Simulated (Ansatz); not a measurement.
The reference is HgTe in the zinc blende structure (space group F-43m, No. 216; a = 6.510 Å).

Method: Ansatz (an electronic-structure program) PBEsol, scalar-relativistic without spin-orbit coupling.

Before the change:

The lattice parameter a is 12.302 bohr.

Now apply this change: every Te is replaced by Ni; the structure is relaxed again.

Tabulated Pauling electronegativity and covalent radius: Te 2.10, 1.38 Å; Ni 1.91, 1.24 Å.

Question: How does this affect the lattice parameter a?

Answer: The lattice parameter a drops by 1.581 bohr to 10.721 bohr.

Stability against distortions was not tested. As relaxed here, NiHg is a hypothetical phase, not in the database extracts checked. Seeded moments were not kept for Te → Ni. All final runs are without spin polarisation.
